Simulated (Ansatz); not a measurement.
Fluorite CoSi2 was calculated with PBE-D4 in Ansatz (PAW).

Run with plane-wave cutoff 520 eV, 18×18×18 k mesh, Fermi–Dirac smearing 0.05 eV, no spin polarisation, scalar-relativistic PAW data made under PBE.

Computed at the level's own relaxed cell.

Problem. Give the computed equilibrium volume per atom, bulk modulus, lattice parameter a and pressure derivative B′ of the bulk modulus.

Solution. 
equilibrium volume per atom: 12.46 Å³/atom
bulk modulus: 195 GPa
lattice parameter a: 5.307 Å
pressure derivative B′ of the bulk modulus: 4.5

The run finds no gap.

Measured, for comparison: equilibrium volume per atom 12.87 Å³/atom, lattice constant a 5.365 Å (room temperature, not corrected to a static lattice; as tabulated in Hegde and Bowen (2014), arXiv:1405.1317). Computed (rounded) less measured: equilibrium volume per atom -3.2 %, lattice constant a -1.1 %. A static lattice is as a rule a little smaller and stiffer than an uncorrected measurement, which narrows the difference in the lattice constant a and would widen misses of the other sign.

The computed numbers hold no vibrational or temperature effects.

The result took around 2.0 core-minutes (rough).

Ansatz is a program for electronic structure.
